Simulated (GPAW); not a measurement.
**Worked example: self-consistent single point of BaMg6Mo (P4/mmm, 8 atoms in the cell) in GPAW**

Method of the run: PBEsol, GPAW PAW datasets PBEsol (made by gpaw-setup) (plane waves; GPAW).

The input file:

```python
from ase import Atoms
from ase.units import GPa
from gpaw import GPAW, PW, FermiDirac

atoms = Atoms(['Ba', 'Mg', 'Mg', 'Mg', 'Mg', 'Mg', 'Mg', 'Mo'],
              cell=[[6.778140, 0.000000, 0.000000],
                    [0.000000, 6.778140, 0.000000],
                    [0.000000, 0.000000, 4.295170]],
              positions=[[0.000000, 0.000000, 2.147585],
                         [0.000000, 3.389070, 2.147585],
                         [3.389070, 0.000000, 2.147585],
                         [4.813496, 1.964644, 0.000000],
                         [1.964644, 4.813496, 0.000000],
                         [4.813496, 4.813496, 0.000000],
                         [1.964644, 1.964644, 0.000000],
                         [3.389070, 3.389070, 2.147585]],
              pbc=True)

calc = GPAW(mode=PW(850),
            xc='PBEsol',
            kpts=(3, 3, 5),
            occupations=FermiDirac(0.05),
            nbands=-14,
            symmetry={'symmorphic': False, 'tolerance': 0.0005},
            maxiter=100,
            txt='-')

atoms.calc = calc

energy = atoms.get_potential_energy()
print('Energy (eV):', round(energy, 6))
forces = atoms.get_forces()
print('Forces (eV/Ang):')
print(forces.round(5))
stress = atoms.get_stress()
print('Stress (GPa, Voigt):', (stress / GPa).round(4))
```

The program printed (abridged):

```
Input parameters:
  kpts: [3 3 5]
  maxiter: 100
  mode: {ecut: 850.0,
         name: pw}
  nbands: -14
  occupations: {fixmagmom: False,
                name: fermi-dirac,
                width: 0.05}
  symmetry: {symmorphic: False,
             tolerance: 0.0005}
  xc: PBEsol

species:
  Ba:
    name: Barium
    Z: 56.0
    valence: 10
    core: 46
    charge: 0.0
    file: Ba.PBEsol.gz

    # Using partial waves for Ba as LCAO basis

  Mg:
    name: Magnesium
    Z: 12.0
    valence: 10
    core: 2
    charge: 0.0
    file: Mg.PBEsol.gz

    # Using partial waves for Mg as LCAO basis

  Mo:
    name: Molybdenum
    Z: 42.0
    valence: 14
    core: 28
    charge: 0.0
    file: Mo.PBEsol.gz

    # Using partial waves for Mo as LCAO basis

Reference energy: -363891.551250  # eV

Spin-paired calculation

Convergence criteria:
 Maximum [total energy] change in last 3 cyles: 0.0005 eV / valence electron
 Maximum integral of absolute [dens]ity change: 0.0001 electrons / valence electron
 Maximum integral of absolute [eigenst]ate change: 4e-08 eV^2 / valence electron
 Maximum number of scf [iter]ations: 100

Symmetries present (total): 16
Symmetries with fractional translations: 0
45 k-points: 3 x 3 x 5 Monkhorst-Pack grid
9 k-points in the irreducible part of the Brillouin zone
       k-points in crystal coordinates                weights
   0:     0.00000000    0.00000000    0.00000000          1/45
   1:     0.00000000    0.00000000    0.20000000          2/45
   2:     0.00000000    0.00000000    0.40000000          2/45
   3:     0.33333333    0.00000000    0.00000000          4/45
   4:     0.33333333    0.00000000    0.20000000          8/45
   5:     0.33333333    0.00000000    0.40000000          8/45
   6:     0.33333333    0.33333333    0.00000000          4/45
   7:     0.33333333    0.33333333    0.20000000          8/45
   8:     0.33333333    0.33333333    0.40000000          8/45

Wave functions: Plane wave expansion
  Cutoff energy: 850.000 eV
  Number of coefficients (min, max): 11065, 11129
  Pulay-stress correction: 0.000000 eV/Ang^3 (de/decut=0.000000)

Occupation numbers: Fermi-Dirac:
  width: 0.0500  # eV

Eigensolver

Densities:
  Coarse grid: 48*48*30 grid
  Fine grid: 96*96*60 grid
  Total Charge: 0.000000

Density mixing:
  Method: separate
  Backend: pulay
  Linear mixing parameter: 0.05
  old densities: 5
  Damping of long wavelength oscillations: 50

Hamiltonian:
  XC and Coulomb potentials evaluated on a 96*96*60 grid
  External potential:
    NoExternalPotential

XC parameters: PBEsol with 2 nearest neighbor stencil

Number of atoms: 8
Number of atomic orbitals: 66
Number of bands in calculation: 56
Number of valence electrons: 84
Bands to converge: occupied

Density initialized from atomic densities
  56 bands from LCAO basis set

Atomic positions and initial magnetic moments

Positions:
   0 Ba     0.000000    0.000000    2.147585    ( 0.0000,  0.0000,  0.0000)
   1 Mg     0.000000    3.389070    2.147585    ( 0.0000,  0.0000,  0.0000)
   2 Mg     3.389070    0.000000    2.147585    ( 0.0000,  0.0000,  0.0000)
   3 Mg     4.813496    1.964644    0.000000    ( 0.0000,  0.0000,  0.0000)
   4 Mg     1.964644    4.813496    0.000000    ( 0.0000,  0.0000,  0.0000)
   5 Mg     4.813496    4.813496    0.000000    ( 0.0000,  0.0000,  0.0000)
   6 Mg     1.964644    1.964644    0.000000    ( 0.0000,  0.0000,  0.0000)
   7 Mo     3.389070    3.389070    2.147585    ( 0.0000,  0.0000,  0.0000)

Unit cell:
           periodic     x           y           z      points  spacing
  1. axis:    yes    6.778140    0.000000    0.000000    48     0.1412
  2. axis:    yes    0.000000    6.778140    0.000000    48     0.1412
  3. axis:    yes    0.000000    0.000000    4.295170    30     0.1432

  Lengths:   6.778140   6.778140   4.295170
  Angles:   90.000000  90.000000  90.000000

Effective grid spacing dv^(1/3) = 0.1419

     iter     time        total  log10-change:
                         energy   eigst   dens
iter:   1 --:--:--   -23.927638
iter:   2 --:--:--   -23.831478   -0.35  -1.37
iter:   3 --:--:--   -23.452358   -1.07  -1.40
iter:   4 --:--:--   -23.133118   -1.54  -1.48
iter:   5 --:--:--   -23.101469   -1.75  -1.66
iter:   6 --:--:--   -23.035544   -2.64  -1.86
iter:   7 --:--:--   -23.039266   -2.96  -2.07
iter:   8 --:--:--   -23.016823c  -3.26  -2.27
iter:   9 --:--:--   -23.012939c  -3.78  -2.46
iter:  10 --:--:--   -23.012825c  -4.77  -2.97
iter:  11 --:--:--   -23.012640c  -5.17  -3.01
iter:  12 --:--:--   -23.012297c  -5.16  -3.09
iter:  13 --:--:--   -23.012489c  -5.74  -3.29
iter:  14 --:--:--   -23.012187c  -5.38  -3.20
iter:  15 --:--:--   -23.012122c  -5.90  -3.34
iter:  16 --:--:--   -23.012138c  -5.52  -3.44
iter:  17 --:--:--   -23.012120c  -6.29  -3.91
iter:  18 --:--:--   -23.012122c  -6.63  -3.96
iter:  19 --:--:--   -23.012115c  -6.60  -4.24c
iter:  20 --:--:--   -23.012112c  -7.69c -4.71c

Converged after 20 iterations.

Dipole moment: (-0.000000, -0.000000, -0.000000) |e|*Ang

Energy contributions relative to reference atoms: (reference = -363891.551250)

Kinetic:        -24.724818
Potential:      +31.236329
External:        +0.000000
XC:             -28.871769
Entropy (-ST):   -0.051804
Local:           -0.625952
SIC:             +0.000000
--------------------------
Free energy:    -23.038014
Extrapolated:   -23.012112

Showing only first 2 kpts
 Kpt  Band  Eigenvalues  Occupancy
  0    40      4.52413    1.98131
  0    41      5.23997    0.00013
  0    42      5.58992    0.00000
  0    43      5.58992    0.00000

  1    40      4.43744    1.99667
  1    41      5.16920    0.00053
  1    42      5.27970    0.00006
  1    43      5.27970    0.00006

Fermi level: 4.75732

No gap
No difference between direct/indirect transitions
Energy (eV): -23.012112

Forces in eV/Ang:
  0 Ba    0.00000    0.00000    0.00000
  1 Mg    0.00000    0.00000    0.00000
  2 Mg    0.00000    0.00000    0.00000
  3 Mg   -0.00640    0.00640    0.00000
  4 Mg    0.00640   -0.00640    0.00000
  5 Mg   -0.00640   -0.00640    0.00000
  6 Mg    0.00640    0.00640    0.00000
  7 Mo    0.00000    0.00000    0.00000

Stress tensor:
     0.006665     0.000000     0.000000
     0.000000     0.006665     0.000000
     0.000000     0.000000     0.010887
Stress (GPa, Voigt): [1.0678 1.0678 1.7443 0.     0.     0.    ]
```

The run converged in 20 iterations. GPAW prints stress with tension positive.

The starting cell comes from a database of computed structures (which also holds hypothetical and non-ambient phases and stackings), without a prior relaxation at this level. Spin polarisation is off.

Cost on one core of a shared machine: roughly 80 s.
